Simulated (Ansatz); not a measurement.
The reference is KTaO₃ in the cubic perovskite structure (space group Pm-3m, No. 221; a = 3.9853 Å). Axes: x, y, z lie along the cube axes.

Computed with Ansatz (a program for electronic structure), PBEsol, PAW, cutoff 420 eV, no spin-orbit coupling.

One thing is altered: every lattice vector is stretched by 1.80 %; the atoms relax in the strained cell.

**Question.** Predict the stress tensor and what it implies for the stiffness.

**Answer.** Stress of the strained cell less that of the base (GPa, compression positive):
```
  -9.64    0.00    0.00
   0.00   -9.64    0.00
   0.00    0.00   -9.64
```

Then B = −ΔP/(ΔV/V₀) with ΔV/V₀ = 0.0550 gives secant stiffness values (nonlinear terms included at this strain): B ≈ 175 GPa.

As a check, the harmonic strain energy −½ V₀ Δσ:ε is 21 meV/atom; the computed energy rise is 22 meV/atom.

Stability against distortions was not tested.
